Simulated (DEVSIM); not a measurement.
Structure: Au/SiO2/n-Ge capacitor, at 500 K.

| layer (left to right) | material | thickness (nm) | Nd (cm⁻³) |
|---|---|---|---|
| 1 | SiO2 | 51.0 | - |
| 2 | Ge | 9800 | 3.7e15 |

Metal gate on the left, work function 5.1 eV. Fixed charge at the semiconductor interface -1.4e11 cm⁻² (in units of +e); interface traps 2.9e12 cm⁻² eV⁻¹, uniform in energy, neutral level at 0.7 of the gap above the valence band.

Constants are typed, rounded textbook-type inputs, not results; the design itself was drawn at random and stands for no fabricated device. Values at 300 K; Nc and Nv go as T^1.5, mobilities as T to minus their exponent, the gap by Varshni's rule with the affinity fixed.

```csv
parameter,SiO2,Ge
gap (eV),9,0.664
affinity (eV),0.9,4
permittivity,3.9,16
Nc (cm⁻³),-,1.04e19
Nv (cm⁻³),-,6e18
Varshni α (eV/K),-,0.000477
Varshni β (K),-,235
```

DEVSIM, 1D Poisson equation in equilibrium, Boltzmann statistics, complete ionisation; no quantum confinement or tunnelling. Metal contacts follow the ideal Schottky-Mott rule: no Fermi-level pinning, no interface dipoles.

Task: Tabulate band edges, carrier densities and field at 9.0 V on the gate.

Result: Energies count from the Fermi level of the right contact; mesh points crowd at the junctions.

```tsv
x (μm)	Ec (eV)	Ev (eV)	n (cm⁻³)	p (cm⁻³)	field (V/cm)
0.000	-4.800	-13.800	< 1e2	< 1e2	1600000
0.001994	-4.490	-13.490	< 1e2	< 1e2	1600000
0.007253	-3.672	-12.672	< 1e2	< 1e2	1600000
0.02041	-1.624	-10.624	< 1e2	< 1e2	1600000
0.04303	1.894	-7.106	< 1e2	< 1e2	1600000
0.04873	2.782	-6.218	< 1e2	< 1e2	1600000
0.05090	3.119	-5.881	< 1e2	< 1e2	1600000
0.05391	0.096	-0.486	2.4e18	1.6e14	150000
0.06071	0.163	-0.419	5.1e17	7.7e14	67000
0.07988	0.236	-0.346	9.3e16	4.2e15	23000
0.1329	0.288	-0.294	2.8e16	1.4e16	3500
0.3720	0.299	-0.283	2.2e16	1.8e16	≈ 0
0.9403	0.299	-0.283	2.2e16	1.8e16	≈ 0
2.511	0.299	-0.283	2.2e16	1.8e16	≈ 0
7.189	0.299	-0.283	2.2e16	1.8e16	≈ 0
8.889	0.299	-0.283	2.2e16	1.8e16	≈ 0
9.504	0.299	-0.283	2.2e16	1.8e16	≈ 0
9.726	0.299	-0.283	2.2e16	1.8e16	≈ 0
9.820	0.299	-0.283	2.2e16	1.8e16	≈ 0
9.840	0.299	-0.283	2.2e16	1.8e16	≈ 0
9.848	0.299	-0.283	2.2e16	1.8e16	≈ 0
9.851	0.299	-0.283	2.2e16	1.8e16	≈ 0
```
